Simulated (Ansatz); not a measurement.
Consider SiC (space group P6_422, No. 181; a = 3.0657 Å, c = 7.0310 Å; a hypothetical phase, not in the database extracts checked). Axes: x lies along a and z along c of the hexagonal cell.

All numbers come from PBEsol (Ansatz, an electronic-structure program, PAW, spin-orbit coupling left out).

Modification: the cell is stretched by 2.22 % along x with no lateral relaxation; the atoms relax in the strained cell.

### Question
Predict the stress tensor and what it implies for the stiffness.

### Answer
Stress of the strained cell less that of the base (GPa, compression positive):
```
  -9.45    0.00    0.00
   0.00   -1.96    0.00
   0.00    0.00   -2.18
```

Then −Δσ_ii/ε with ε = 0.0222 gives secant stiffness values (nonlinear terms included at this strain): C11 ≈ 426 GPa, C12 ≈ 88 GPa and C13 ≈ 98 GPa.

As a check, the harmonic strain energy −½ V₀ Δσ:ε is 6.2 meV/atom; the computed energy rise is 6.4 meV/atom.

Whether these cells are dynamically stable was not tested. The base started in P3_121 and relaxed to P6_422 at this level.
